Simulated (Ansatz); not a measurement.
Consider NiSi2 (space group Fm-3m, No. 225; not spin-polarised; relaxed with 0.1 eV smearing).

```
NiSi2
1.0
    0.00000     2.72272     2.72272
    2.72272     0.00000     2.72272
    2.72272     2.72272     0.00000
Ni Si
1 2
Direct
  0.00000   0.00000   0.00000
  0.25000   0.25000   0.25000
  0.75000   0.75000   0.75000
```

Cartesian axes are those of the cell as printed.

All numbers come from PBE (Ansatz, a quantum-chemistry and plane-wave program), no SOC, earlier PAW set.

Now apply this change: every lattice vector is stretched by 1.18 %; the atoms relax in the strained cell.

Question: Predict the stress tensor and what it implies for the stiffness.

Answer: Stress of the strained cell less that of the base (GPa, compression positive):
```
   -4.7     0.0     0.0
    0.0    -4.7     0.0
    0.0     0.0    -4.7
```

Then B = −ΔP/(ΔV/V₀) with ΔV/V₀ = 0.0358 gives secant stiffness values (nonlinear terms included at this strain): B ≈ 131 GPa.

As a check, the harmonic strain energy −½ V₀ Δσ:ε is 7.0 meV/atom; the computed energy rise is 7.3 meV/atom.

No phonon test of stability was made. The final runs are not spin-polarised.
